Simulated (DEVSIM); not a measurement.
Structure: Ge p-i-n diode, at 250 K.

```csv
layer (left to right),material,thickness (μm),Nd (cm⁻³),Na (cm⁻³),τn (s),τp (s)
1,Ge,0.400,-,1.9e17,2.9e-5,2.9e-5
2,Ge,4.80,2.9e11,-,2.9e-5,2.9e-5
3,Ge,0.490,3.2e18,-,2.9e-5,2.9e-5
```

Left contact: ohmic. Right contact: ohmic. Voltage is applied to the left contact. Recombination: SRH at mid-gap, Auger. Mobility is μmin + (μ − μmin)/(1 + (N/Nref)^α).

This is a model device: material constants are rounded textbook-type values typed into the input, and sizes, dopings and lifetimes were drawn at random. Values at 300 K; Nc and Nv go as T^1.5, mobilities as T to minus their exponent, the gap by Varshni's rule with the affinity fixed.

| parameter | Ge |
|---|---|
| gap (eV) | 0.664 |
| affinity (eV) | 4 |
| permittivity | 16 |
| Nc (cm⁻³) | 1.04e19 |
| Nv (cm⁻³) | 6e18 |
| μn (cm²/Vs) | 3900 |
| μp (cm²/Vs) | 1900 |
| μn,min | 150 |
| μp,min | 100 |
| Nref,n | 2.6e17 |
| Nref,p | 4e17 |
| αn | 0.56 |
| αp | 0.6 |
| T exponent of μn | 1.66 |
| T exponent of μp | 2.33 |
| Cn (cm⁶/s) | 1e-31 |
| Cp (cm⁶/s) | 1e-31 |
| Varshni α (eV/K) | 0.000477 |
| Varshni β (K) | 235 |

DEVSIM, 1D drift-diffusion, Boltzmann statistics, complete ionisation; no tunnelling, impact ionisation, image-force lowering or self-heating.

The thickness of layer 2 was swept, all else fixed.

```csv
thickness of layer 2 (μm),dark forward voltage at 100 A/cm² (V)
0.96,0.402
1.7,0.403
2.9,0.404
4.8,0.407
8.2,0.411
14,?
24,0.425
```

Q: Fill in the missing entries.

A: 
- 14, dark forward voltage at 100 A/cm² (V): 0.417
